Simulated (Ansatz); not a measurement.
YIn3 (Pm-3m), PBEsol, DFPT electron-phonon coupling, linearised Boltzmann equation run with Ansatz (a program for electronic structure): phonon-limited resistivity 12.6 μΩ·cm at 300 K, Drude plasma energy 6.45 eV.

What Drude relaxation time do resistivity and plasma energy imply?

ω_p = 9.80e15 s⁻¹, so τ = 1/(ε₀ ω_p² ρ) = 9.33 fs, a damping ħ/τ of 70.5 meV.

What is the classical skin depth at 1 GHz (nonmagnetic, μ₀ = 1.257×10⁻⁶ H/m)?

δ = √(ρ/(π f μ₀)) = 5650 nm.

A metal at this level (no band gap). Only scattering by harmonic phonons is included (no impurities, grain boundaries, electron-electron scattering or thermal expansion). Spin-orbit coupling is left out. Halving the electron mesh (20x20x20) moves the resistivity by up to 10 % at 300 K. Smearing 0.20 eV; phonons on a 3x3x3 q mesh, which this run doesn't test.

Formula and space group known from diffraction (Crystallography Open Database), not checked to be the room-temperature form: YIn3 (Pm-3m).
